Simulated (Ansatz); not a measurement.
## WC, response to strain and stress

Start from WC (space group P-6m2, No. 187; a = 2.913 Å, c = 2.835 Å; relaxed with 0.1 eV smearing). Axes: x lies along a and z along c of the hexagonal cell.

Strains are applied to the cell and any free atomic positions relax; under stress the whole cell relaxes.

All numbers come from r2SCAN (Ansatz, an electronic-structure program; PAW; 500 eV plane waves; without spin-orbit coupling).

Candidates:
(a) uniaxial stress, 0.5 GPa compression along x
(b) uniaxial strain ε_xx = +2.72 %
(c) isotropic strain −0.59 %

Notes on the quantities. energy relative to the base: free energy F.

Q: Order them by energy relative to the base, highest first.

A: (b) uniaxial strain ε_xx = +2.72 % (+17 meV/atom), (c) isotropic strain −0.59 % (+4.2 meV/atom), (a) uniaxial stress, 0.5 GPa compression along x (0.0 meV/atom)

Stability under load was not tested beyond the relaxation. The final runs are not spin-polarised.
